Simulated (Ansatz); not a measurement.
Consider SiS2 (space group Ibam, No. 72; made of chains).

SiS₂ is modelled in the orthorhombic space group Ibam (No. 72), Pearson symbol oI12. Cell: a = 5.8017 Å, b = 9.8893 Å, c = 5.5463 Å, α = 90.00°, β = 90.00°, γ = 90.00°. S on 8j has 2 Si at 2.134 Å (bent). Si on 4a sees 4 S at 2.134 Å (tetrahedral). (Neighbours: up to the widest gap in distance over summed covalent radii, below 1.35, at either atom.)
(The calculation used a cell of 6 atoms; values per cell refer to that cell.)

Computed with Kohn–Sham DFT with the r2SCAN functional, run in Ansatz (a first-principles code) with PAW and 500 eV plane waves, no spin-orbit coupling, earlier PAW set.

Before the change:

* **Width of the top valence band**: 0.83 eV
* **Density**: 1.92 g/cm³

The change: a hydrostatic pressure of 30 GPa.

**Question.** How does this affect the width of the top valence band?

**Answer.** The width of the top valence band rises by 0.85 eV to 1.68 eV.

**Question.** How does this affect the valence-band top at Γ?

**Answer.** The valence-band top at Γ (three highest levels, from the VBM) comes out as 0.00, -0.24, -1.52 eV.

**Question.** How does this affect the density?

**Answer.** The density rises by 1.421 g/cm³, from 1.92 g/cm³ to 3.35 g/cm³.

Load acts through the strain it causes; cell and atoms are relaxed under it. No phonon test of stability was made. No other phases were tried under pressure. No dispersion term is included, though the crystal is made of layers, chains or molecules, so its spacings can come out too wide.
